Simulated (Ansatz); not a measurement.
## RuAl: energy against strain

RuAl (CsCl type, Pm-3m, 13.192 Å³/atom at rest) under an equal strain ε in the (111) plane with the normal axis free, as in a coherent film. PBEsol in Ansatz, a plane-wave DFT program (PAW, default set), 420 eV, 19×19×19 Γ-centred mesh, Fermi-Dirac smearing 0.10 eV; ions are relaxed within the symmetry of each cell.

Here s stands for strain and y for E less E0.

| strain (%) | E less E0 (meV/atom) |
|---|---|
| -1.25 | 5.60 |
| -0.83 | 2.39 |
| -0.42 | 0.56 |
| 0.00 | 0.00 |
| 0.42 | 0.74 |
| 0.83 | 2.69 |
| 1.25 | 5.90 |
| 2.50 | ? |

The 7 complete rows are fitted with a parabola, y against s. Least squares gives y = 0.002 + 0.1441·s + 3.6796·s². Residuals (row less fit): 0.029, -0.027, -0.031, -0.002, 0.028, 0.034, -0.031; standard error 0.037 (degrees of freedom: 4). Twice the quadratic coefficient over the volume, 2 × 3.6796 meV × 10⁴ × 0.1602 / 13.192 Å³, is twice the biaxial elastic modulus of this plane = 894 ± 6 GPa.

### Question
Estimate the missing y (s = 2.50); what did the run itself give?

### Answer
y = 0.002 + 0.1441 × 2.50 + 3.6796 × 2.50² = 23.360 meV/atom. The calculation gives 22.48 meV/atom, 0.880 meV/atom below the prediction (3.9 % of the range of y in the table). The row lies outside the fitted rows, so this is an extrapolation. From the scatter of the fitted rows alone, a prediction at this place has a standard error of 0.141 meV/atom, so the miss is 6.2 times that.

One order more, fitted to all 13 runs of the series, follows each within 0.01, so the miss is the next term of a smooth law. In a metal these values are sensitive to mesh and smearing; energies are taken to zero smearing, stresses follow the free energy. Rows are the converged runs of the series near zero and its far end; series whose fitted rows scatter by over a few per cent of the range, as at a crossing or softening among them, aren't shown in this form. Most that stay on the fit to the last digits aren't either.
